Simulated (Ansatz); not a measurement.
## Hypothetical Pm-3n SiC under a change: biaxial strain −2.15 %, plane normal [001], relaxed out of plane

Consider SiC (space group Pm-3n, No. 223; a = 5.331 Å; a hypothetical phase, not in the database extracts checked). Axes: x, y, z lie along the cube axes.

One thing is altered: biaxial strain −2.15 %, plane normal [001], relaxed out of plane (Cartesian); in-plane vectors clamped, the third vector and the atoms free.

All numbers come from Kohn–Sham DFT with the PBEsol functional, run in Ansatz (a quantum-chemistry and plane-wave program) with PAW and 420 eV plane waves, no spin-orbit coupling. Γ-centred 5×5×5 mesh, Fermi–Dirac width 0.05 eV.

| quantity | base | changed | shift |
|---|---|---|---|
| volume per atom | 12.63 Å³ | 12.18 Å³ | -0.45 Å³ |
| space group | Pm-3n (No. 223) | P4_2/mmc (No. 131) | – |
| shortest interatomic distance | 1.885 Å | 1.854 Å | -0.031 Å |
| energy relative to the base (free energy F) | 0 meV/atom | +16 meV/atom | +16 meV/atom |
| band gap | 1.75 eV | 1.54 eV | -0.21 eV |
| gap character | – | indirect, Γ → Γ–X (80 % along) | – |
| smallest direct gap | 1.96 eV | 1.70 eV | -0.26 eV |
| valence-band top at Γ (three highest levels, from the VBM) | 0.00, 0.00, 0.00 eV | 0.00, 0.00, -0.61 eV | – |
| valley order (the lowest conduction-band minima on the path, energy above the VBM, named in the base's zone) | a point along ⟨100⟩, about 0.4 Å⁻¹ from Γ 1.75 eV; a point along ⟨110⟩, about 0.2 Å⁻¹ from Γ 2.39 eV; a point along ⟨111⟩, about 0.2 Å⁻¹ from Γ 2.45 eV | a point along [010], about 0.5 Å⁻¹ from Γ 1.54 eV; a point along [001], about 0.4 Å⁻¹ from Γ 1.57 eV; a point along [110], about 0.2 Å⁻¹ from Γ 2.17 eV | – |
| out-of-plane strain | – | +0.75 % | – |
| ratio −ε⊥/ε∥ | – | 0.35 | – |
| mean in-plane stress (compression positive) | – | +10.0 GPa | – |

Whether these cells are dynamically stable was not tested. k-point labels follow each cell's own Brillouin zone.
